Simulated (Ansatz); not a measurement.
**HfGe (model structure, started from the NiAs type, P6₃/mmc, No. 194, 4 atoms in the cell)**

Level of theory: PBE (PAW; Ansatz, a program for electronic structure).

Run with plane-wave cutoff 500 eV, 12×12×6 k mesh (along the axes of the cell as run), Fermi–Dirac smearing 0.05 eV, scalar-relativistic PAW data made under PBE.

Cell (relaxed at this level):

```
CELL_PARAMETERS angstrom
      3.81696     0.00000     0.00000
     -1.90848     3.30559     0.00000
      0.00000     0.00000     6.66476
ATOMIC_POSITIONS crystal
  Hf 0.00000 0.00000 0.00000
  Hf 0.00000 0.00000 0.50000
  Ge 0.33333 0.66667 0.25000
  Ge 0.66667 0.33333 0.75000
```

For HfGe (model structure, started from the NiAs type, P6₃/mmc, No. 194, 4 atoms in the cell), the band gap is zero (no gap).

Note: the relaxation could raise the start's symmetry but not lower it, so the cell can be a saddle point.

Spin–orbit coupling is not included.

Computed values are for the static lattice.

A model structure was made by putting elements into a prototype or built by hand; it is no filed structure, need not be a known phase, and can be a saddle point held by its symmetry.
